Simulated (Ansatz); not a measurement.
**Hypothetical diamond Sc, response to strain**

Take Sc in the diamond structure (space group Fd-3m, No. 227; a = 6.293 Å; a hypothetical phase, not in the database extracts checked; relaxed with 0.1 eV smearing) as the base. Axes: x, y, z lie along the cube axes.

Strains are applied to the cell and any free atomic positions relax; under biaxial strain the out-of-plane vector relaxes too.

All numbers come from PBEsol (Ansatz, a first-principles code; PAW; 420 eV plane waves; without spin-orbit coupling).

Notes on the quantities. pressure: mean of the normal stresses, compression positive; energy relative to the base: free energy F.

| change | pressure | volume per atom | energy relative to the base |
|---|---|---|---|
| base | 0.0 GPa | 31.15 Å³ | 0 meV/atom |
| biaxial strain −1.35 %, plane normal [001], relaxed out of plane | -5.2 GPa | 44.95 Å³ | -0.250 eV/atom |
| biaxial strain −3.60 %, plane normal [110], relaxed out of plane | -7.4 GPa | 36.59 Å³ | -0.857 eV/atom |
| isotropic strain −0.83 % | 0.3 GPa | 30.38 Å³ | +0.8 meV/atom |
| isotropic strain +1.35 % | -0.4 GPa | 32.43 Å³ | +1.7 meV/atom |
| uniaxial strain ε_zz = +1.70 % | -0.2 GPa | 31.68 Å³ | -0.9 meV/atom |
| tensor shear ε_yz = −1.08 % | -0.1 GPa | 31.15 Å³ | -137 meV/atom |

No phonon test of stability was made. All final runs are without spin polarisation. Under biaxial strain −1.35 %, plane normal [001], relaxed out of plane, biaxial strain −3.60 %, plane normal [110], relaxed out of plane and uniaxial strain ε_zz = +1.70 % and more the cell ends below the base's energy or with stress of the wrong sign: the atoms slid into a distortion or the cell is elastically unstable, so the base is not a stable minimum at this level. Sc has a high density of states at the Fermi level and may be magnetic at this level.
